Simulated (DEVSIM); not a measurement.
System: Co/SiO2/n-Si capacitor, at 300 K.

| layer (left to right) | material | thickness (nm) | Nd (cm⁻³) |
|---|---|---|---|
| 1 | SiO2 | 7.90 | - |
| 2 | Si | 4000 | 2.1e16 |

Metal gate on the left, work function 5 eV. Fixed charge at the semiconductor interface 2.1e12 cm⁻² (in units of +e); interface traps 2.2e10 cm⁻² eV⁻¹, uniform in energy, neutral level at 0.5 of the gap above the valence band.

The device is made up for the run: typed textbook-type constants, with dimensions and the other settings drawn at random. Values at 300 K; Nc and Nv go as T^1.5, mobilities as T to minus their exponent, the gap by Varshni's rule with the affinity fixed.

| parameter | SiO2 | Si |
|---|---|---|
| gap (eV) | 9 | 1.124 |
| affinity (eV) | 0.9 | 4.05 |
| permittivity | 3.9 | 11.7 |
| Nc (cm⁻³) | - | 2.86e19 |
| Nv (cm⁻³) | - | 3.1e19 |
| Varshni α (eV/K) | - | 0.000473 |
| Varshni β (K) | - | 636 |

Model (solved in DEVSIM): 1D Poisson equation in equilibrium, Boltzmann statistics, complete ionisation; no quantum confinement or tunnelling. Metal contacts follow the ideal Schottky-Mott rule: no Fermi-level pinning, no interface dipoles.

The temperature was swept, all else fixed.

| temperature (K) | threshold voltage (band bending 2φF) (V) | minimum of the low-frequency capacitance (μF/cm²) | flat-band voltage (V) |
|---|---|---|---|
| 250 | -0.98 | 0.0478 | 0.03 |
| 300 | -0.92 | 0.0509 | 0.00 |
| 350 | -0.86 | 0.0556 | -0.04 |
| 400 | -0.80 | 0.0614 | -0.08 |
| 450 | -0.73 | 0.0684 | -0.12 |
| 500 | -0.66 | 0.0813 | -0.16 |

From the first row to the last the threshold voltage (band bending 2φF) goes from -0.98 to -0.66. From the first row to the last the minimum of the low-frequency capacitance goes from 0.0478 to 0.0813.
